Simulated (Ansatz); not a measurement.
The parent structure is CsSnI$_{3}$ in the cubic perovskite structure (space group Pm-3m, No. 221; a = 6.1305 Å). Axes: x, y, z lie along the cube axes.

The values are results of Ansatz (a program for electronic structure) PBEsol, scalar-relativistic without spin-orbit coupling, not measurements.

The change: tensile biaxial strain of 1.50 % in the plane normal to [111], as in epitaxy on a mismatched substrate; the out-of-plane cell vector and the atoms relax.

**Question.** How does this affect the in-plane stress?

**Answer.** The mean in-plane stress (compression positive) is -0.3 GPa.

**Question.** Predict the new energy relative to the base.

**Answer.** The energy grows by 1.3 meV/atom.

Stability against distortions was not tested. Many cubic perovskites are stable only at high temperature; tilts and polar distortions were not tested.
